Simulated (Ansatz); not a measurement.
# MoS2, response to strain

The parent structure is MoS₂ (space group P6_3/mmc, No. 194; a = 3.149 Å, c = 12.089 Å; layered, stacked along the Cartesian z axis).

Strains are applied to the cell and any free atomic positions relax.

Calculations: PBE-D3(BJ) (Ansatz, an electronic-structure program), spin-orbit coupling left out.

Notes on the quantities. energy relative to the base: free energy F.

```json
[
 {"isotropic strain (%)": "0", "energy relative to the base (meV/atom)": "0.0"},
 {"isotropic strain (%)": "0.6", "energy relative to the base (meV/atom)": "1.3"},
 {"isotropic strain (%)": "1.2", "energy relative to the base (meV/atom)": "5.1"},
 {"isotropic strain (%)": "2.4", "energy relative to the base (meV/atom)": "?"},
 {"isotropic strain (%)": "3", "energy relative to the base (meV/atom)": "30.0"}
]
```

Q: Fit ΔE = Aε² + Bε³ (ε in %) to the rows shown and predict the withheld row.

A: Least squares on the printed values gives A = 3.68 and B = -0.12 meV/atom (largest residual 0.0 meV/atom); this predicts 19.6 meV/atom, and the run gives 19.6 meV/atom, in agreement.

Stability against distortions was not tested.
